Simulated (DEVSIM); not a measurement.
System: Co/SiO2/n-Si capacitor, at 400 K.

Layer 1 from the left is SiO2, thickness (nm) 37.0. Layer 2 from the left is Si, thickness (nm) 6500, Nd (cm⁻³) 7.7e15.

Metal gate on the left, work function 5 eV. Fixed charge at the semiconductor interface 0 cm⁻² (in units of +e); no interface traps.

Constants are typed, rounded textbook-type inputs, not results; the design itself was drawn at random and stands for no fabricated device. Values at 300 K; Nc and Nv go as T^1.5, mobilities as T to minus their exponent, the gap by Varshni's rule with the affinity fixed.

SiO2: gap (eV) 9, affinity (eV) 0.9, permittivity 3.9. Si: gap (eV) 1.124, affinity (eV) 4.05, permittivity 11.7, Nc (cm⁻³) 2.86e19, Nv (cm⁻³) 3.1e19, Varshni α (eV/K) 0.000473, Varshni β (K) 636.

### Question
Estimate by hand the flat-band voltage, the threshold voltage, and compare with a numerical solution.

### Answer

- Flat-band voltage: C = 0.0933 μF/cm², work-function difference 0.652 V; VFB = φms − qNf/C = 0.65 V; numerical 0.65 V.
- Threshold voltage: φF = 0.249 V, depletion charge √(4εqNφF) = 3.57e-8 C/cm²; VT = VFB − 2φF − Qd/C = -0.23 V; numerical -0.23 V.

Model (solved in DEVSIM): 1D Poisson equation in equilibrium, Boltzmann statistics, complete ionisation; no quantum confinement or tunnelling. Metal contacts follow the ideal Schottky-Mott rule: no Fermi-level pinning, no interface dipoles.
